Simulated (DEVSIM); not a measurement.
## abrupt Si n-p junction

System: abrupt Si n-p junction, at 300 K.

```csv
layer (left to right),material,thickness (μm),Nd (cm⁻³),Na (cm⁻³),τn (s),τp (s)
1,Si,0.420,8.7e17,-,0.00075,0.00075
2,Si,9.20,-,2.6e15,0.00075,0.00075
```

Left contact: ohmic. Right contact: ohmic. Voltage is applied to the left contact. Recombination: SRH at mid-gap, radiative, Auger. Mobility is μmin + (μ − μmin)/(1 + (N/Nref)^α).

Constants are typed, rounded textbook-type inputs, not results; the design itself was drawn at random and stands for no fabricated device. Values at 300 K.

| parameter | Si |
|---|---|
| gap (eV) | 1.124 |
| affinity (eV) | 4.05 |
| permittivity | 11.7 |
| Nc (cm⁻³) | 2.86e19 |
| Nv (cm⁻³) | 3.1e19 |
| μn (cm²/Vs) | 1417 |
| μp (cm²/Vs) | 470 |
| μn,min | 52 |
| μp,min | 45 |
| Nref,n | 9.7e16 |
| Nref,p | 2.2e17 |
| αn | 0.68 |
| αp | 0.72 |
| B (cm³/s) | 4.7e-15 |
| Cn (cm⁶/s) | 2.8e-31 |
| Cp (cm⁶/s) | 9.9e-32 |

DEVSIM, 1D drift-diffusion, Boltzmann statistics, complete ionisation; no tunnelling, impact ionisation, image-force lowering or self-heating.

| Item | Result |
|---|---|
| Potential step across the device at zero bias | 0.791 V |
| Largest field in the device at zero bias | 54000 V/cm |
| Dark forward voltage at 1 A/cm² | 0.571 V |
| Dark forward voltage at 100 A/cm² | 0.722 V |

Dark forward current:

```csv
V (V),J (A/cm²)
-0.05,-1.7e-9
-0.10,-1.3e-8
-0.15,-9.3e-8
-0.20,-6.4e-7
-0.25,-4.4e-6
-0.30,-3.1e-5
-0.35,-0.00021
-0.40,-0.0015
-0.45,-0.010
-0.50,-0.069
-0.55,-0.47
-0.60,-3.0
-0.65,-16
-0.70,-61
-0.75,-190
-0.80,-470
-0.85,-950
-0.90,-1700
-0.95,-2600
```

Dark reverse current:

| V (V) | J (A/cm²) |
|---|---|
| 0.20 | 3.0e-10 |
| 0.50 | 3.2e-10 |
| 1.00 | 3.5e-10 |
| 1.50 | 3.7e-10 |
| 2.00 | 3.8e-10 |
| 3.00 | 4.2e-10 |
| 4.00 | 4.4e-10 |
| 5.00 | 4.7e-10 |
| 6.50 | 5.0e-10 |
| 8.00 | 5.3e-10 |
| 10.00 | 5.7e-10 |
